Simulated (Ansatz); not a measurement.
System: zinc-blende BeS. Method: HSE06 (plane waves, PAW; Ansatz, a first-principles code).

Settings: plane-wave cutoff 520 eV, 10×10×10 k mesh, scalar-relativistic PAW data made under PBE.

Computed at the level's own relaxed cell.

Elastic tensor (GPa, Voigt notation, ions relaxed):

```
  167.6    64.7    64.7     0.0     0.0     0.0
   64.7   167.6    64.7     0.0     0.0     0.0
   64.7    64.7   167.6     0.0     0.0     0.0
    0.0     0.0     0.0    87.7     0.0     0.0
    0.0     0.0     0.0     0.0    87.7     0.0
    0.0     0.0     0.0     0.0     0.0    87.7
```

### Question
Work out the Voigt, Reuss and Hill averages of the bulk and shear moduli, Young's modulus and Poisson's ratio from the printed constants.

### Answer
K_V = [C11 + C22 + C33 + 2(C12 + C13 + C23)]/9 = [502.8 + 2 × 194.1]/9 = 99.0 GPa. G_V = [502.8 − 194.1 + 3 × 263.1]/15 = 73.2 GPa. From the compliances S = C⁻¹, K_R = 99.0 and G_R = 68.4 GPa. Hill means: K = 99.0, G = 70.8 GPa. E = 9KG/(3K + G) = 172 GPa, ν = (3K − 2G)/(6K + 2G) = 0.21, K/G = 1.40.

Computed values are for the static lattice.
